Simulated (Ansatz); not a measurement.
## Ti: Ti → Sc

The parent structure is Ti in the hcp (Mg type) structure (space group P6_3/mmc, No. 194; a = 2.939 Å, c = 4.650 Å).

One thing is altered: every Ti is replaced by Sc, then cell and atoms are relaxed.

Method: PBE/PAW in Ansatz (a quantum-chemistry and plane-wave program), scalar-relativistic without spin-orbit coupling, earlier PAW set. Γ-centred 16×16×9 mesh, Fermi–Dirac width 0.05 eV, for the changed cell.

```json
[
 {"quantity": "volume per atom", "base": "17.39 Å³", "changed": "24.65 Å³", "shift": "+7.26 Å³"},
 {"quantity": "density", "base": "4.57 g/cm³", "changed": "3.03 g/cm³", "shift": "-1.54 g/cm³"},
 {"quantity": "lattice parameter a", "base": "2.939 Å", "changed": "3.320 Å", "shift": "+0.381 Å"},
 {"quantity": "c/a ratio", "base": "1.582", "changed": "1.556", "shift": "-0.026"},
 {"quantity": "shortest interatomic distance", "base": "2.878 Å", "changed": "3.217 Å", "shift": "+0.3382 Å"},
 {"quantity": "band gap", "base": "zero", "changed": "zero", "shift": "–"}
]
```

Final structure:

```xyz
2
Lattice="3.3195 0.0000 0.0000 -1.6598 2.8748 0.0000 0.0000 0.0000 5.1664" Properties=species:S:1:pos:R:3 pbc="T T T"
Sc     0.0000     1.9165     3.8748
Sc     1.6598     0.9583     1.2916
```

Cost of the whole job for the changed cell (relaxation, final SCF and bands): around 40 core-seconds (rough).

No phonon test of stability was made. The final runs are not spin-polarised.
